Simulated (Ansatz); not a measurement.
Si (Fd-3m), HSE06 with spin-orbit coupling, rigid bands (Ansatz, an electronic-structure program): N_c = 2.88e19 cm⁻³ at 300 K and an electron conductivity mass of 0.275 mₑ.

For 1e17 electrons per cm³ at 300 K, place the Fermi level, estimate the Seebeck coefficient of a parabolic band with constant τ, and give mobility and conductivity for τ = 5 fs.

The level lies k_BT ln(N_c/n) = 0.146 eV below the conduction-band minimum. S ≈ −(k_B/e)[ln(N_c/n) + 5/2] = -703 μV/K, against -698 μV/K from the full bands (mean over directions). μ = eτ/m = 32.0 cm²/(V·s) and σ = neμ = 0.512 S/cm. τ is assumed, not computed.

Band transport and this doping are assumed; polarons and phonon drag are left out. Geometry: cell and atoms relaxed with PBEsol.
